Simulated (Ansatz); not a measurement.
The starting structures come from a database of crystals and need not be the phases stable at ambient conditions.

Tunnelling through a barrier is set by its complex band structure: the current falls as exp(−2κd) with the smallest κ.

Input:

```
Ca2FeH6
1.0
    4.94420     0.00000     0.00000
    0.00000     4.94420     0.00000
    2.47210    -2.47210     3.49608
Ca Fe H
2 1 6
Cartesian
  4.94420   2.47210   1.74804
  2.47210   0.00000   1.74804
  0.00000   0.00000   0.00000
  1.12743   1.12743   0.00000
  3.81678   3.81678   0.00000
  3.81678   1.12743   0.00000
  1.12743   3.81678   0.00000
  4.94420   0.00000   1.59442
  2.47210   2.47210   1.90166
```

Space group of this cell: Fm-3m. The cell is taken as given.

Transport runs along the normal of the first two printed cell vectors, the (001) plane of the conventional cell.

The gap is the functional's own, uncorrected, and κ follows it; spin-orbit coupling is left out. Mid-gap values are interpolated between the computed energies.

### Question
Give the band gap and the smallest decay constant κ at mid-gap that r2SCAN run with Ansatz (a program for electronic structure) yields.

### Answer
Gap 2.04 eV on a 10×10×10 mesh; κ = 0.504 1/Å, at (0.500, 0.500) of the in-plane reciprocal vectors. At the zone centre, at the nearest computed energy, the slowest state has κ = 0.52 1/Å.
